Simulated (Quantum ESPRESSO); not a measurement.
## Habitual settings against a tight run: Mn3Re (Fm-3m, 4 atoms in the cell)

Self-consistent single point.

```xyz
4
Lattice="0.0000 2.8399 2.8399 2.8399 0.0000 2.8399 2.8399 2.8399 0.0000" Properties=species:S:1:pos:R:3 pbc="T T T"
Mn     1.4199     1.4199     1.4199
Mn     4.2598     4.2598     4.2598
Mn     2.8399     2.8399     2.8399
Re     0.0000     0.0000     0.0000
```
Moments meant for the start (each program seeds them in its own way; μB, in the order of the atoms Mn Mn Mn Re): 4.0 4.0 4.0 0.0.

Computed with PBEsol, SSSP 1.1.2 efficiency (PBE) pseudopotentials (plane waves; Quantum ESPRESSO).

Base settings: ecutwfc = 50 Ry; ecutrho = 400 Ry; occupations = smearing; smearing = marzari-vanderbilt; degauss = 0.0073499 Ry; nspin = 2; input_dft = pbesol; potentials = {Mn: mn_pbe_v1.5.uspp.F.UPF, Re: Re_pbe_v1.2.uspp.F.UPF}; K_POINTS = automatic 10 10 10 0 0 0; conv_thr = 1e-09 Ry; mixing_beta = 0.5.

Tight run (finer mesh or higher cutoff; not a proven limit): ecutwfc: 50 Ry → 70 Ry; ecutrho: 400 Ry → 560 Ry; conv_thr: 1e-09 Ry → 7.3e-11 Ry; K_POINTS: automatic 10 10 10 0 0 0 → automatic 14 14 14 0 0 0. It gave Fermi level (on the code's own zero) 22.35 eV; pressure 9.53 GPa; size of the cell's spin moment 3.64 μB; site moments (μB, in the program's spheres or projections) Mn 0.62, Mn 0.62, Mn 2.34, Re -0.02.

Quick runs, as changes from the base:
- A: the base itself
- B: ecutwfc: 50 Ry → 25 Ry; ecutrho: 400 Ry → 200 Ry; smearing: marzari-vanderbilt → methfessel-paxton; degauss: 0.0073499 Ry → 0.0099958 Ry; input_dft: pbesol → default; pseudopotentials: {Mn: mn_pbe_v1.5.uspp.F.UPF, Re: Re_pbe_v1.2.uspp.F.UPF} → {Mn: mn_lda_v1.5.uspp.F.UPF, Re: re_lda_v1.2.uspp.F.UPF}; K_POINTS: automatic 10 10 10 0 0 0 → automatic 4 4 4 0 0 0 [LDA (PZ)]
- C: smearing: marzari-vanderbilt → methfessel-paxton; degauss: 0.0073499 Ry → 0.0099958 Ry; input_dft: pbesol → default; conv_thr: 1e-09 Ry → 7.3e-05 Ry; pseudopotentials: {Mn: mn_pbe_v1.5.uspp.F.UPF, Re: Re_pbe_v1.2.uspp.F.UPF} → {Mn: mn_lda_v1.5.uspp.F.UPF, Re: re_lda_v1.2.uspp.F.UPF}; K_POINTS: automatic 10 10 10 0 0 0 → automatic 4 4 4 0 0 0 [LDA (PZ)]
- D: ecutwfc: 50 Ry → 25 Ry; ecutrho: 400 Ry → 200 Ry; input_dft: pbesol → default; conv_thr: 1e-09 Ry → 7.3e-05 Ry; pseudopotentials: {Mn: mn_pbe_v1.5.uspp.F.UPF, Re: Re_pbe_v1.2.uspp.F.UPF} → {Mn: mn_lda_v1.5.uspp.F.UPF, Re: re_lda_v1.2.uspp.F.UPF}; K_POINTS: automatic 10 10 10 0 0 0 → automatic 8 8 8 0 0 0 [LDA (PZ)]

Dashes: pressure of C, D, not trusted under this conv_thr with d or f elements; time of D, under 30 s.

† marks runs with another functional, U, potentials or spin treatment: their distance from the tight run is not a convergence error alone.

The count of work is k-points × plane waves × bands × iterations; it is no time. Core times come from one kind of shared machine and are given to one figure; runs under 30 s give none.

The starting cell comes from a database of computed structures (which also holds hypothetical and non-ambient phases and stackings), without a prior relaxation at this level. Its lattice was rescaled by a random factor within 2.5 % of one. The magnetic order is the one reached from the typed start; others were not searched systematically. In the base run, with a pressure of about 10 GPa the cell is away from its equilibrium volume at this level.

| run | pressure less tight (GPa) | size of the net moment less tight (μB/atom) | count of work / tight | core time / tight (rough) |
|---|---|---|---|---|
| A | 0.06 | 0.01 | 0.19 | 0.2 |
| B† | -184.41 | -0.08 | 0.026 | 0.05 |
| C† | – | 0.02 | 0.021 | 0.05 |
| D† | – | -0.03 | 0.028 | – |

Left out of this page: 2 runs of the series outside the window shown, repeating another row's setting, or not comparable.
